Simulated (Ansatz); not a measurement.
Input:

End structure of a constructed model of the (111)B surface of zinc-blende AlP, P-terminated, 2x2 Mg adatom at T4 (bottom of the slab: 3 H on 4 bottom sites):

```yaml
crystal:
  lattice:
    - [7.78987, 0.00000, 0.00000]
    - [-3.89494, 6.74623, 0.00000]
    - [0.00000, 0.00000, 33.50000]
  atoms:
    - { symbol: Al, position: [0.32895, 0.17104, 0.29022] }
    - { symbol: Al, position: [0.84202, 0.17101, 0.29015] }
    - { symbol: Al, position: [0.32895, 0.65791, 0.29022] }
    - { symbol: Al, position: [0.83320, 0.66660, 0.30877] }
    - { symbol: P, position: [0.16652, 0.33326, 0.31764] }
    - { symbol: P, position: [0.66258, 0.32507, 0.31648] }
    - { symbol: P, position: [0.17478, 0.83739, 0.31651] }
    - { symbol: P, position: [0.66258, 0.83752, 0.31648] }
    - { symbol: Al, position: [0.16667, 0.33333, 0.38805] }
    - { symbol: Al, position: [0.66667, 0.33333, 0.38805] }
    - { symbol: Al, position: [0.16667, 0.83333, 0.38805] }
    - { symbol: Al, position: [0.66667, 0.83333, 0.38805] }
    - { symbol: P, position: [0.00000, 0.00000, 0.41179] }
    - { symbol: P, position: [0.50000, 0.00000, 0.41179] }
    - { symbol: P, position: [0.00000, 0.50000, 0.41179] }
    - { symbol: P, position: [0.50000, 0.50000, 0.41179] }
    - { symbol: Al, position: [0.99964, 0.99970, 0.48320] }
    - { symbol: Al, position: [0.50029, 0.00015, 0.48328] }
    - { symbol: Al, position: [0.99964, 0.49994, 0.48320] }
    - { symbol: Al, position: [0.50046, 0.50023, 0.48232] }
    - { symbol: P, position: [0.33462, 0.16940, 0.50641] }
    - { symbol: P, position: [0.83346, 0.16673, 0.50732] }
    - { symbol: P, position: [0.33462, 0.66522, 0.50641] }
    - { symbol: P, position: [0.83066, 0.66533, 0.50659] }
    - { symbol: Al, position: [0.33741, 0.17476, 0.57766] }
    - { symbol: Al, position: [0.83335, 0.16667, 0.57885] }
    - { symbol: Al, position: [0.33741, 0.66265, 0.57766] }
    - { symbol: Al, position: [0.82531, 0.66266, 0.57778] }
    - { symbol: P, position: [0.16590, 0.33295, 0.60360] }
    - { symbol: P, position: [0.66704, 0.33286, 0.60365] }
    - { symbol: P, position: [0.16680, 0.83340, 0.59435] }
    - { symbol: P, position: [0.66704, 0.83418, 0.60365] }
    - { symbol: Al, position: [0.15823, 0.32912, 0.67653] }
    - { symbol: Al, position: [0.67095, 0.32905, 0.67656] }
    - { symbol: Al, position: [0.16683, 0.83342, 0.66279] }
    - { symbol: Al, position: [0.67095, 0.84190, 0.67656] }
    - { symbol: P, position: [0.00804, 0.99207, 0.69869] }
    - { symbol: P, position: [0.48411, 0.99206, 0.69875] }
    - { symbol: P, position: [0.00804, 0.51597, 0.69869] }
    - { symbol: P, position: [0.50006, 0.50003, 0.69123] }
    - { symbol: H, position: [0.33185, 0.16786, 0.24277] }
    - { symbol: H, position: [0.83605, 0.16802, 0.24270] }
    - { symbol: H, position: [0.33185, 0.66399, 0.24277] }
    - { symbol: Mg, position: [0.16664, 0.83332, 0.74116] }
```

Set-up: 44 atoms, 17.0 Å thick at the start with caps and adatoms; mesh 3x3x1; 0.025 eV smearing; dipole correction on; 8 atoms held, the rest relaxed; held to the start's symmetry, so lower structures may exist; spin-polarised, ending with about 1.0 μB a cell; orders that need a larger cell were not tried, no spin-orbit, no U. It is one candidate, not shown to be the stable structure of the face.

### Question
Predict the gap of the slab on its k-mesh from PBE (Ansatz, a first-principles code).

### Answer
0.31 eV

### Question
What highest filled level below the top vacuum level does PBE give?

### Answer
4.04 eV
